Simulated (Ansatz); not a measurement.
Effect of Si → Ir on Mg2Si

Base system: Mg₂Si (space group Fm-3m, No. 225; a = 6.365 Å).

One thing is altered: full substitution Si → Ir; the structure is relaxed again.

Calculations: PBE, PAW, 420 eV (Ansatz, an electronic-structure program; no spin-orbit coupling). k-mesh 13×13×13 (Γ-centred); smearing 0.05 eV (Fermi–Dirac), for the changed cell.

The density rises by 4.68 g/cm³ (1.98 g/cm³ → 6.66 g/cm³) and the space group is still Fm-3m (No. 225). The band gap goes from 0.22 eV to zero.

Final structure:

```yaml
crystal:
  lattice:
    - [0.00000, 3.10850, 3.10850]
    - [3.10850, 0.00000, 3.10850]
    - [3.10850, 3.10850, 0.00000]
  atoms:
    - { symbol: Ir, position: [0.00000, 0.00000, 0.00000] }
    - { symbol: Mg, position: [0.25000, 0.25000, 0.25000] }
    - { symbol: Mg, position: [0.75000, 0.75000, 0.75000] }
```

Cost of the whole job for the changed cell (relaxation, final SCF and bands): very roughly 30 core-seconds.

No phonon test of stability was made. As relaxed here, Mg2Ir is a hypothetical phase, not in the database extracts checked. The final runs are not spin-polarised. The zero or small gap of Mg2Si can change with the level of theory.
